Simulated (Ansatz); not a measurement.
The reference is AlN in the zinc blende structure (space group F-43m, No. 216; a = 4.370 Å). Axes: x, y, z lie along the cube axes.

Perturbation: compressive biaxial strain of 0.42 % in the plane normal to [111], as in epitaxy on a mismatched substrate; the out-of-plane cell vector and the atoms relax.

Method: r2SCAN (Ansatz, an electronic-structure program; PAW; 500 eV plane waves; no SOC).

**Question.** Give the band edges at the high-symmetry points of the new zone, measured from its valence-band maximum.

**Answer.** 
| point | valence edge (eV) | conduction edge (eV) |
|---|---|---|
| Γ | 0.00 | 4.89 |
| T | -0.48 | 8.28 |
| H₂ | -2.71 | 6.71 |
| H₀ | -2.71 | 6.71 |
| L | -0.50 | 8.22 |
| S₀ | -1.44 | 5.83 |
| S₂ | -1.44 | 5.83 |
| F | -1.81 | 3.93 |

The gap is 3.93 eV, indirect, Γ → F.

Whether these cells are dynamically stable was not tested. This is not the structure that AlN has at room temperature and ambient pressure. k-point labels follow each cell's own Brillouin zone.
